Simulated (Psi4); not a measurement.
Psi4 1.11, HF/def2-tzvp: Sn(F)4 ([F][Sn]([F])([F])[F]), 5 atoms. The geometry is a generated start, not checked to be a minimum at this level.

```json
{
 "task": "energy",
 "method": "scf",
 "basis": "def2-tzvp",
 "memory": "3 GB",
 "maxiter": "100",
 "keys_of_the_molecule_block": "symmetry c1",
 "scf_type": "df (default)",
 "e_convergence": "1e-06 (default)",
 "d_convergence": "1e-06 (default)",
 "effective_core_potentials": "those of the basis set, past Kr",
 "basis_functions": "174"
}
```

```xyz
5

F     -0.9605    -1.5194    -0.7040
Sn    -0.0007    -0.0029     0.0000
F     -1.1419     1.5385     0.0130
F      0.5774    -0.3776     1.7911
F      1.5258     0.3614    -1.1001
```

With the defaults (damping_percentage = 0, soscf = false, diis = true, scf_initial_accelerator = adiis, guess = auto, which took SAD, level_shift = 0, level_shift_cutoff = 0.01, diis_max_vecs = 10) it converges in 8 SCF iterations. One run each on 2 threads, with these changes:
- soscf = true
- guess = sap
- damping_percentage = 60, diis = false, scf_initial_accelerator = none
- level_shift = 0.1, level_shift_cutoff = 0.001
- diis_max_vecs = 6
- damping_percentage = 60
- guess = huckel
- damping_percentage = 20
- guess = sapgau

### Question
Which runs fail or end elsewhere than the default run?

### Answer
No convergence: damping_percentage = 60 (the run ends without SCF convergence in 100 iterations). The rest reach the solution of the defaults.

| setting | SCF iterations | JK calls | end |
|---|---|---|---|
| soscf = true | 5 | 16 | same solution |
| the defaults | 8 | 9 | same solution |
| guess = huckel | 8 | 66 | same solution |
| level_shift = 0.1, level_shift_cutoff = 0.001 | 8 | 9 | same solution |
| diis_max_vecs = 6 | 8 | 9 | same solution |
| guess = sap | 10 | 10 | same solution |
| guess = sapgau | 14 | 14 | same solution |
| damping_percentage = 20 | 19 | 20 | same solution |
| damping_percentage = 60, diis = false, scf_initial_accelerator = none | 50 | 51 | same solution |
| damping_percentage = 60 | 100 | 101 | no convergence |

An SOSCF iteration holds several JK calls; a Hückel guess adds calls on atoms.
